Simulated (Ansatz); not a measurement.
For cubic perovskite SrVO₃, PBEsol in Ansatz (plane waves, PAW) gives:

```
Property                          Value
------------------------------  -------
equilibrium lattice constant a  3.810 Å
bulk modulus B0                 200 GPa
elastic constant C11            350 GPa
elastic constant C44            121 GPa
polycrystal shear modulus       117 GPa
```

Q: What does r²SCAN (PAW; Ansatz, an electronic-structure program) give for the same quantities?

A: 
- lattice constant a: 3.828 Å (rises by 0.5 %)
- bulk modulus: 202 GPa (is nearly the same)
- elastic constant C11: 346 GPa (falls by 1.1 %)
- elastic constant C44: 129 GPa (increases by 6.6 %)
- Voigt–Reuss–Hill shear modulus: 120 GPa (increases by 2.6 %)

For comparison: lattice constant a 3.842 Å (measured, temperature not stated, no zero-point or thermal correction; as tabulated in Marks et al. (2021), arXiv:2103.05797).

Changes are worked out from the printed values.

Unless a cell is named, each level is at its own relaxed cell (PBEsol 11.06, r²SCAN 11.22 Å³/atom).

The crystal itself was run without spin with PBEsol, r²SCAN; a magnetic state was not tried in these runs.

Ansatz's density-functional and Hartree–Fock values are scalar-relativistic unless marked +SOC, with PAW data made under PBE.
